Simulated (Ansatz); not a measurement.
RbCl: biaxial strain −2.19 %, plane normal [001], relaxed out of plane

Take RbCl in the CsCl type structure (space group Pm-3m, No. 221; a = 3.887 Å; a model cell) as the base. Axes: x, y, z lie along the cube axes.

Perturbation: biaxial strain −2.19 %, plane normal [001], relaxed out of plane (Cartesian); in-plane vectors clamped, the third vector and the atoms free.

Calculations: PBEsol (Ansatz, a program for electronic structure, PAW, scalar-relativistic without spin-orbit coupling). Settings: 9×9×9 k-points, 0.05 eV Fermi–Dirac smearing.

* **Space group**: P4/mmm (No. 123) (base Pm-3m (No. 221))
* **Energy relative to the base (free energy F)**: +4.5 meV/atom
* **Pressure (mean of the normal stresses, compression positive)**: 0.78 GPa (base 0.00 GPa)
* **Band gap**: 5.04 eV (base 4.94 eV)
* **Gap character**: indirect, R → Γ
* **Smallest direct gap**: 5.12 eV (base 5.03 eV)
* **Electron mass**: 0.34 mₑ out of plane, 0.36 mₑ in plane (at Γ) (base 0.36 mₑ (at Γ))
* **Valley order (the lowest conduction-band minima on the path, energy above the VBM, named in the base's zone)**: Γ 5.04 eV; M along [011] 6.04 eV; M along [110] 6.11 eV (base Γ 4.94 eV; M along ⟨110⟩ 6.09 eV)
* **Out-of-plane strain**: +0.90 %
* **Ratio −ε⊥/ε∥**: 0.41
* **Mean in-plane stress (compression positive)**: +1.2 GPa

Effective masses come from finite differences of ±0.01 Å⁻¹. Whether these cells are dynamically stable was not tested. This is not the structure that RbCl has at room temperature and ambient pressure. Labels are those of the standard path for the cell's own space group.
